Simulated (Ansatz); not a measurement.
## Response to strain in Y

Start from Y in the hcp (Mg type) structure (space group P6_3/mmc, No. 194; a = 3.5943 Å, c = 5.6099 Å; relaxed with 0.1 eV smearing). Axes: x lies along a and z along c of the hexagonal cell.

Strains are applied to the cell and any free atomic positions relax.

The values are results of PBEsol/PAW in Ansatz (a program for electronic structure), no spin-orbit coupling, not measurements.

Notes on the quantities. energy relative to the base: free energy F; pressure: mean of the normal stresses, compression positive.

```
variant                         energy relative to the base    pressure  shortest interatomic distance
------------------------------  ---------------------------  ----------  -----------------------------
base                                             0 meV/atom     0.0 GPa                     6.594 bohr
uniaxial strain ε_xx = −3.00 %                   (withheld)  (withheld)                     (withheld)
uniaxial strain ε_xx = −2.00 %                +3.1 meV/atom     0.9 GPa                     6.561 bohr
uniaxial strain ε_xx = −1.50 %                +1.7 meV/atom     0.6 GPa                     6.569 bohr
uniaxial strain ε_xx = −1.00 %                +0.8 meV/atom     0.4 GPa                     6.578 bohr
uniaxial strain ε_xx = −0.50 %                +0.2 meV/atom     0.2 GPa                     6.586 bohr
uniaxial strain ε_xx = +0.50 %                +0.2 meV/atom    -0.2 GPa                     6.598 bohr
uniaxial strain ε_xx = +1.00 %                +0.7 meV/atom    -0.4 GPa                     6.603 bohr
uniaxial strain ε_xx = +2.50 %                +4.6 meV/atom    -1.0 GPa                     6.621 bohr
uniaxial strain ε_xx = +3.00 %                +6.5 meV/atom    -1.2 GPa                     6.627 bohr
```

**Question.** What belongs in the blanks?

**Answer.** 
- uniaxial strain ε_xx = −3.00 %, energy relative to the base: +7.0 meV/atom
- uniaxial strain ε_xx = −3.00 %, pressure: 1.3 GPa
- uniaxial strain ε_xx = −3.00 %, shortest interatomic distance: 6.551 bohr

Whether these cells are dynamically stable was not tested. The final runs are not spin-polarised.
